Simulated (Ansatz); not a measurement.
Data:

```yaml
crystal:
  lattice:
    - [2.99233, 0.00000, 0.00000]
    - [1.49616, 2.59143, 0.00000]
    - [1.49616, -0.86381, 2.42942]
  atoms:
    - { symbol: Mg, position: [0.00000, 0.00000, 0.00000] }
    - { symbol: O, position: [0.00000, 0.50000, 0.50000] }
```

No spin polarisation.

Level of theory: Kohn–Sham DFT with the PBEsol functional, run in Ansatz (a program for electronic structure) with PAW and 420 eV plane waves, without spin-orbit coupling. Γ-centred 13×13×13 mesh, Fermi–Dirac width 0.05 eV.

Predict the gap character, electron mass and valence-band top at Γ.

The gap character is direct at Γ and the electron mass is 0.34 mₑ (at Γ). The valence-band top at Γ (three highest levels, from the VBM) is 0.00, -0.04, -0.04 eV.

The cells carry an imposed strain or load. Masses are band curvatures over ±0.01 Å⁻¹ around the edge. No phonon test of stability was made. The cell was made from MgO in the rock salt structure (space group Fm-3m, No. 225) by this change: biaxial strain +0.42 %, plane normal [111], relaxed out of plane.
